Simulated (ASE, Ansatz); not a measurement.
composition Li9Si7, cell Li36Si28, brought to this temperature after a much hotter stage, at a temperature that wasn't checked against the liquidus, so perhaps supercooled [in the CHGNet run: it was liquid; mean temperature 796 K (target 810 K); density 1.48 g/cm³, volume +7 % from the start cell's], 810 K. 6 frames were taken from MD with the machine-learned potential CHGNet 0.3.0 run with ASE and computed both with PBE (Ansatz, a quantum-chemistry and plane-wave program) and with the machine-learned potential CHGNet 0.3.0.

| Property | Result |
|---|---|
| plane-wave cutoff | 420 eV |
| k-points | one point, (1/4, 1/4, 1/4) |
| Fermi-Dirac width | 0.086 eV |
| spin | not polarised; no spin-orbit coupling |

The cell was prepared with CHGNet: 80 FIRE steps from the random lattice; melt: 800 steps of 1.5 fs, 1530 K, NVT (Langevin); cool: 300 steps of 1.5 fs, 1530 to 1035 K, NVT (Langevin); cool: 400 steps of 1.5 fs, 1035 to 810 K, Langevin with a Berendsen-type barostat every 10 steps; settle: 800 steps of 1.5 fs, 810 K, Langevin with a Berendsen-type barostat every 10 steps; hold: 300 steps, 810 K, NVT (Langevin) at the mean cell. The atoms began on random sites, so units and networks may differ from a laboratory melt's. Nuclei are classical, so zero-point motion is missing. On the run's last frame a denser k-mesh moved the forces by 0.055 eV/Å rms, the static pressure by -0.07 GPa and the free energy by -2 meV/atom, which is about how far such values are converged.

Estimate the errors of the potential against DFT for these frames.


The rms force component in DFT is 0.60 eV/Å. The rms force difference, CHGNet less DFT comes out as 0.232 eV/Å, the relative force difference is 39 % and the slope of CHGNet against DFT forces is 0.75. The rms difference of relative energies is 10.4 meV/atom and the spread of DFT energies over the frames comes out as 19.3 meV/atom. The static pressure, CHGNet less DFT comes out as -0.84 GPa and the force difference by element is Li 0.186, Si 0.280 eV/Å.
Forces are off by 39 % of their rms size. The potential was trained on another code's PBE and PBE+U relaxation paths of database crystals (MPtrj), so part of the difference is that of settings: a denser k-mesh moves the DFT forces of one frame by 0.055 eV/Å rms and its pressure by -0.07 GPa.
